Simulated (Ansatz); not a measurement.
Band structure of TiCo (Pm-3m, 2 atoms in the cell).

```xyz
2
Lattice="2.9551 0.0000 0.0000 0.0000 2.9551 0.0000 0.0000 0.0000 2.9551" Properties=species:S:1:pos:R:3 pbc="T T T"
Ti     0.0000     0.0000     0.0000
Co     1.4775     1.4775     1.4775
```
Moments meant for the start (each program seeds them in its own way; μB, in the order of the atoms Ti Co): 1.0 3.0.

Computed with PBE, PAW files (plane waves; Ansatz, an electronic-structure program).

Settings: basis.ecutwfc = 420 eV; kpoints.mp_grid.grid = 8 8 8; hamiltonian.xc = pbe; hamiltonian.pseudopotentials = {kind: paw} (the program's default PAW files); magnetization.spin_polarized = true; scf.occupations.method = gaussian; scf.occupations.width = 0.1 eV; kpoints.band_path.npoints = 8.

The starting cell comes from a database of computed structures (which also holds hypothetical and non-ambient phases and stackings), without a prior relaxation at this level. Its lattice was rescaled by a random factor within 2.5 % of one. With one magnetic atom in the cell only a parallel order is possible.

Levels in eV from the Fermi level, bands 12 to 19 of the first spin channel:
```csv
point,12,13,14,15,16,17,18,19
Γ,-1.90,-1.90,-1.90,0.54,0.54,2.84,2.84,2.84
X,-2.01,-2.01,-1.53,-0.70,-0.57,0.72,0.72,2.38
M,-2.80,-1.52,-0.76,0.69,0.69,1.20,2.61,2.61
R,-2.15,-2.15,-2.15,-1.49,-1.49,3.39,3.39,7.15
```

Bands cross the Fermi level along this path, so the cell is metallic at this level.

The net moment of the cell came out as 0.92 μB.

Keys are those of Ansatz 0.2.
